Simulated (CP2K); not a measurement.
Band structure of LaBi₂ClO₄ (P4/mmm, 8 atoms in the cell).

```
LaBi2ClO4
1.0
    3.98890     0.00000     0.00000
    0.00000     3.98890     0.00000
    0.00000     0.00000     9.33319
La Bi Cl O
1 2 1 4
Direct
  0.00000   0.00000   0.00000
  0.50000   0.50000   0.27838
  0.50000   0.50000   0.72162
  0.00000   0.00000   0.50000
  0.00000   0.50000   0.16166
  0.00000   0.50000   0.83834
  0.50000   0.00000   0.16166
  0.50000   0.00000   0.83834
```

Method of the run: CP2K 2026.2 with LDA (Pade form), GPW, DZVP-MOLOPT-SR-GTH basis, GTH-PADE potentials (GTH_POTENTIALS).

Settings: CUTOFF = 500 Ry; REL_CUTOFF = 50 Ry; SMEAR/METHOD = FERMI_DIRAC; ELECTRONIC_TEMPERATURE = 232.09 K; KPOINTS/SCHEME = MONKHORST-PACK 6 6 3; GAMMA_CENTERED = T; XC_FUNCTIONAL = PADE; La/BASIS_SET = DZVP-MOLOPT-SR-GTH-q11; La/POTENTIAL = GTH-PADE-q11; Bi/BASIS_SET = DZVP-MOLOPT-SR-GTH-q5; Bi/POTENTIAL = GTH-PADE-q5; Cl/BASIS_SET = DZVP-MOLOPT-SR-GTH-q7; Cl/POTENTIAL = GTH-PADE-q7; O/BASIS_SET = DZVP-MOLOPT-SR-GTH-q6.

The starting cell comes from a database of computed structures (which also holds hypothetical and non-ambient phases and stackings), without a prior relaxation at this level. Spin-orbit coupling is off. Values carry the incompleteness of an atom-centred basis.

**Question.** Predict the gap along the standard path and the places of the band edges.

**Answer.** The gap along the path is 1.07 eV, from R to Γ; the smallest direct gap on it is 1.33 eV.

Levels in eV from the top of the valence band on the SCF mesh, bands 23 to 27:
| point | 23 | 24 | 25 | 26 | 27 |
|---|---|---|---|---|---|
| Γ | -0.89 | -0.32 | -0.23 | -0.23 | 1.10 |
| X | -0.58 | -0.41 | -0.30 | -0.17 | 3.16 |
| M | -0.56 | -0.47 | -0.33 | -0.04 | 3.78 |
| Z | -0.87 | -0.47 | -0.24 | -0.24 | 1.41 |
| R | -0.71 | -0.48 | -0.41 | 0.03 | 3.86 |
| A | -0.56 | -0.47 | -0.33 | -0.04 | 4.02 |

Higher empty bands are left out: an atom-centred basis made for the valence describes them poorly.
